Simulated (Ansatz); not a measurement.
**hypothetical fluorite ZrS2 with two functionals, 2 layers**

Base system: ZrS₂ in the fluorite structure (space group Fm-3m, No. 225; a = 6.263 Å; a hypothetical phase, not in the database extracts checked). Axes: x, y, z lie along the cube axes.

(Cell as relaxed with PBE.)

Levels (all Ansatz, a program for electronic structure, PAW, earlier PAW set): PBE (420 eV, without spin-orbit coupling); r2SCAN (500 eV, no SOC).

Each level relaxes its own structure.

```
base                      PBE    r2SCAN
-------------------  --------  --------
volume per atom      20.48 Å³  20.41 Å³
lattice parameter a   6.263 Å   6.257 Å
band gap                 zero   0.13 eV
```

Modification: a free-standing slab of 2 layers (6 atoms, 3 a layer) is cut normal to [111], with 15 Å of vacuum and the in-plane cell held at bulk.

| quantity | PBE | r2SCAN |
|---|---|---|
| excess energy per area of both faces (slab less bulk energy over the cell's area: twice a surface energy) (uncertain by up to 0.06 J/m²) | 0.41 J/m² | 0.54 J/m² |
| band gap | 1.08 eV | 1.36 eV |
| shortest interatomic distance | 2.551 Å | 2.553 Å |
| gap character | indirect, k = (0, 1/3, 0) in the run's primitive reciprocal basis → Γ | indirect, k = (0, 1/3, 0) in the run's primitive reciprocal basis → Γ |

PBE's excess energy per area of both faces lies 0.13 J/m² below r2SCAN's; PBE's band gap lies 0.288 eV below r2SCAN's; PBE's shortest interatomic distance lies 0.002 Å below r2SCAN's (0.1 %); the two agree on the gap character. Neither level is exact; r2SCAN is the comparison here, not a measurement.

Slab and bulk use different k-meshes, which limits the precision of the excess energy. Stability against distortions was not tested. All final runs are without spin polarisation. A zero or small gap of ZrS2 can be the functional's error rather than a property of the material. Labels are those of the standard path for the cell's own space group.
